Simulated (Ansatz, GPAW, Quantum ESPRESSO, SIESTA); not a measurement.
# MgCd₂ (P1, 6 atoms in the cell) computed with different codes at matched settings

Self-consistent single point, at a second geometry (atoms moved at random). First geometry:

```xyz
6
Lattice="1.5628 -8.0696 0.0000 1.5628 8.0696 0.0000 0.0000 0.0000 5.0335" Properties=species:S:1:pos:R:3 pbc="T T T"
Mg     1.5628     0.9290     1.2584
Mg     1.5628    -0.9290     3.7751
Cd     1.5628     6.3228     1.2584
Cd     1.5628    -6.3228     3.7751
Cd     1.5628    -4.5033     1.2584
Cd     1.5628     4.5033     3.7751
```

Second geometry:
```
CELL_PARAMETERS angstrom
      1.56280    -8.06959     0.00000
      1.56280     8.06959     0.00000
      0.00000     0.00000     5.03348
ATOMIC_POSITIONS crystal
  Mg 0.45394 0.56837 0.24090
  Mg 0.55485 0.44250 0.74432
  Cd 0.09585 0.87902 0.26137
  Cd 0.88699 0.10302 0.75235
  Cd 0.78160 0.22545 0.25976
  Cd 0.22676 0.78164 0.74130
```

Shared settings, as Ansatz (a program for electronic structure) writes them: kpoints.mp_grid.grid = 5 5 3; scf.occupations.method = gaussian; scf.occupations.width = 0.05 eV. Potentials and cutoffs stand in the table.

| code | model | ΔF from the first geometry (meV/atom) | pressure (GPa) | largest force (eV/Å) | cutoff |
|---|---|---|---|---|---|
| Quantum ESPRESSO | PBEsol, GBRV 1.5 ultrasoft (PBESOL) pseudopotentials | 4.4 | -1.27 | 0.256 | 40 Ry |
| Ansatz | PBEsol, PAW files made with PBE | 4.3 | -1.09 | 0.257 | 420 eV |
| SIESTA | GGA PBEsol, numerical atomic orbitals TZP, PseudoDojo PBEsol standard norm-conserving potentials (rewritten from UPF to PSML) | 5.1 | -4.64 | 0.537 | grid 400 Ry |
| GPAW | PBEsol, GPAW PAW datasets PBEsol (made by gpaw-setup) | 4.2 | -1.42 | 0.257 | 850 eV |

Size of the force on each atom (eV/Å): Sizes of forces hide their directions.

```csv
code,Mg1,Mg2,Cd3,Cd4,Cd5,Cd6
Quantum ESPRESSO,0.183,0.244,0.256,0.087,0.215,0.231
Ansatz,0.184,0.244,0.257,0.101,0.211,0.225
SIESTA,0.228,0.320,0.537,0.418,0.357,0.363
GPAW,0.187,0.248,0.257,0.112,0.206,0.214
```

The spread over the programs that give each value: ΔF from the first geometry within 0.9 meV/atom; pressure within 3.55 GPa; largest force within 0.281 eV/Å.

SIESTA uses small atom-centred bases, whose incompleteness enters pressures, forces and empty levels differently from a plane-wave cutoff. Ansatz's pressure is given at a fixed set of plane waves, as the other plane-wave codes print theirs. In the pressure, SIESTA (by 3.37) lies more than 1 GPa from the median of the plane-wave programs. In the force vectors, SIESTA (by 0.332) lies more than 0.08 eV/Å from the median of the plane-wave programs.

The shared mesh is coarse (it stands for a supercell whose shortest vector is 15 Å), so the values are not converged in it.

The starting cell comes from a database of computed structures (which also holds hypothetical and non-ambient phases and stackings), without a prior relaxation at this level. For this run, on top of that: atoms moved at random.

Left out of this page: CP2K (unsound by tests on forces, stress, charge or solver warnings); FLEUR (with a known weakness of the program).

Keys are those of Ansatz 0.2.
